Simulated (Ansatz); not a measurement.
Take MgS in the rock salt structure (space group Fm-3m, No. 225) as the base.

```
MgS
1.0
    0.00000     2.56462     2.56462
    2.56462     0.00000     2.56462
    2.56462     2.56462     0.00000
Mg S
1 1
Direct
  0.00000   0.00000   0.00000
  0.50000   0.50000   0.50000
```

Cartesian axes are those of the cell as printed.

Level of theory: LDA in Ansatz (plane waves to 420 eV, PAW, without spin-orbit coupling).

Strains are applied to the cell and any free atomic positions relax.

One change was made to it. Results:

The valence-band top at Γ (three highest levels, from the VBM) changes from 0.00, 0.00, 0.00 eV to 0.00, -0.17, -0.33 eV; the energy goes up by 3.5 meV/atom; the smallest direct gap shrinks by 0.19 eV, from 3.83 eV to 3.64 eV; the band gap shrinks by 0.22 eV (2.65 eV → 2.43 eV).

**Question.** Name the change that was made.
A. tensor shear ε_xy = +2.00 %
B. tensor shear ε_xy = +1.71 %
C. tensor shear ε_xy = +1.14 %

**Answer.** B, tensor shear ε_xy = +1.71 %. For comparison, the band gap in the other runs: tensor shear ε_xy = +1.14 % gives 2.51 eV; tensor shear ε_xy = +2.00 % gives 2.38 eV.

Whether these cells are dynamically stable was not tested.

Ansatz is a program for electronic structure.
